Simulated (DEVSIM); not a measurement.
System: isotype n-n heterojunction In0.52Al0.48As/In0.53Ga0.47As, at 300 K.

| layer (left to right) | material | thickness (μm) | Nd (cm⁻³) | τn (s) | τp (s) |
|---|---|---|---|---|---|
| 1 | In0.52Al0.48As | 0.770 | 2.4e16 | 1.7e-9 | 1.7e-9 |
| 2 | In0.53Ga0.47As | 0.600 | 1.8e15 | 1.7e-9 | 1.7e-9 |

Left contact: ohmic. Right contact: ohmic. Voltage is applied to the left contact. Recombination: SRH at mid-gap, Auger. Mobility is μmin + (μ − μmin)/(1 + (N/Nref)^α).

This is a model device: material constants are rounded textbook-type values typed into the input, and sizes, dopings and lifetimes were drawn at random. Values at 300 K.

```csv
parameter,In0.52Al0.48As,In0.53Ga0.47As
gap (eV),1.45,0.74
affinity (eV),4,4.51
permittivity,12.5,13.9
Nc (cm⁻³),5.1e17,2.1e17
Nv (cm⁻³),1.1e19,7.7e18
μn (cm²/Vs),4000,12000
μp (cm²/Vs),75,300
"μn,min",800,300
"μp,min",10,10
"Nref,n",3e16,1.3e17
"Nref,p",1e17,4.9e17
αn,1.1,0.48
αp,0.6,0.4
Cn (cm⁶/s),1e-30,5e-29
Cp (cm⁶/s),1e-30,5e-29
```

Model (solved in DEVSIM): 1D drift-diffusion, Boltzmann statistics, complete ionisation; no tunnelling, impact ionisation, image-force lowering or self-heating. Band offsets follow the typed affinities; no thermionic-emission limit at abrupt steps, no polarisation charge.

**Question.** Tabulate band edges, carrier densities and field at 1.15 V on the left contact.

**Answer.** Energies count from the Fermi level of the right contact; mesh points crowd at the junctions.

| x (μm) | Ec (eV) | Ev (eV) | n (cm⁻³) | p (cm⁻³) | field (V/cm) |
|---|---|---|---|---|---|
| 0.000 | -1.071 | -2.521 | 2.4e16 | < 1e2 | ≈ 0 |
| 0.005182 | -1.071 | -2.521 | 2.4e16 | < 1e2 | ≈ 0 |
| 0.01674 | -1.071 | -2.521 | 2.4e16 | < 1e2 | ≈ 0 |
| 0.03976 | -1.071 | -2.521 | 2.4e16 | < 1e2 | ≈ 0 |
| 0.1174 | -1.071 | -2.521 | 2.4e16 | < 1e2 | ≈ 0 |
| 0.2476 | -1.071 | -2.521 | 2.4e16 | < 1e2 | ≈ 0 |
| 0.4924 | -1.044 | -2.494 | 8.5e15 | < 1e2 | 8500 |
| 0.6675 | -0.403 | -1.853 | 1.3e10 | < 1e2 | 67000 |
| 0.7249 | 0.038 | -1.412 | 1.0e10 | < 1e2 | 87000 |
| 0.7507 | 0.273 | -1.177 | 9.2e9 | < 1e2 | 96000 |
| 0.7636 | 0.400 | -1.050 | 8.8e9 | < 1e2 | 100000 |
| 0.7706 | -0.040 | -0.780 | 1.0e18 | 600000 | 82000 |
| 0.7769 | -0.005 | -0.745 | 2.5e17 | 2400000 | 40000 |
| 0.7894 | 0.030 | -0.710 | 6.6e16 | 9000000 | 20000 |
| 0.8315 | 0.076 | -0.664 | 1.1e16 | 5.4e7 | 6400 |
| 0.9019 | 0.103 | -0.637 | 3.9e15 | 1.5e8 | 2200 |
| 1.058 | 0.119 | -0.621 | 2.1e15 | 2.8e8 | 400 |
| 1.221 | 0.122 | -0.618 | 1.9e15 | 3.2e8 | 87 |
| 1.318 | 0.123 | -0.617 | 1.8e15 | 3.3e8 | 45 |
| 1.347 | 0.123 | -0.617 | 1.8e15 | 3.3e8 | 41 |
| 1.362 | 0.123 | -0.617 | 1.8e15 | 3.3e8 | 40 |
| 1.370 | 0.123 | -0.617 | 1.8e15 | 3.3e8 | 40 |
